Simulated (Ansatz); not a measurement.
Data:

```
CELL_PARAMETERS angstrom
     -2.77915     2.77915     5.34669
      2.77915    -2.77915     5.34669
      2.77915     2.77915    -5.34669
ATOMIC_POSITIONS crystal
  Ge 0.50000 0.50000 0.00000
  Cu 0.25000 0.75000 0.50000
  Cu 0.75000 0.25000 0.50000
  Se 0.40406 0.40406 0.53315
  Se 0.59594 0.12909 0.00000
  Se 0.87091 0.87091 0.46685
  Se 0.12909 0.59594 0.00000
  Cd 0.00000 0.00000 0.00000
```

No spin polarisation.

Level of theory: Kohn–Sham DFT with the PBEsol functional, run in Ansatz (a quantum-chemistry and plane-wave program) with PAW and 420 eV plane waves, no spin-orbit coupling. Γ-centred 8×8×8 mesh, Fermi–Dirac width 0.05 eV.

Q: Predict the space group, pressure and band gap.

A: 
- Space group = I-42m (No. 121)
- Pressure (mean of the normal stresses, compression positive) = 7.6 GPa
- Band gap = zero

The cells carry an imposed strain or load. No phonon test of stability was made. All final runs are without spin polarisation. The cell was made from CdCu$_{2}$GeSe$_{4}$ (space group I-42m, No. 121) by this change: isotropic strain −3.00 %. Gaps under 0.05 eV, about the width of the smearing, are given as zero. A zero or small gap of CdCu2GeSe4 can be the functional's error rather than a property of the material.
